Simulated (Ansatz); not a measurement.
**Pressure series in hypothetical zinc blende TlBr**

Base system: TlBr in the zinc blende structure (space group F-43m, No. 216; a = 7.312 Å; a hypothetical phase, not in the database extracts checked).

Cell and atoms are relaxed at each pressure.

Level of theory: PBEsol (Ansatz, a program for electronic structure, PAW, scalar-relativistic without spin-orbit coupling).

Computed cases, in order: pressure −2 GPa; pressure −1 GPa; 0 GPa (base); pressure 3 GPa; pressure 7 GPa; pressure 15 GPa; pressure 30 GPa; pressure 50 GPa; pressure 75 GPa; pressure 100 GPa.

Question: Between which two neighbouring cases does the band gap open or close?

Answer: Between pressure 30 GPa (0.23 eV) and pressure 50 GPa (zero). The whole series: pressure −2 GPa: 3.15 eV; pressure −1 GPa: 2.96 eV; 0 GPa (base): 2.77 eV; pressure 3 GPa: 2.30 eV; pressure 7 GPa: 1.83 eV; pressure 15 GPa: 1.13 eV; pressure 30 GPa: 0.23 eV; pressure 50 GPa: zero; pressure 75 GPa: zero; pressure 100 GPa: zero.

A case with no gap was solved on a k-mesh chosen for an insulator, which is coarse for it. Spin-orbit coupling, missing from the scalar runs, can matter with Tl. Load acts through the strain it causes; cell and atoms are relaxed under it. No phonon test of stability was made. Competing high-pressure phases were not computed. The final runs are not spin-polarised. The zero or small gap of TlBr under pressure 30 GPa and TlBr under pressure 50 GPa can change with the level of theory.
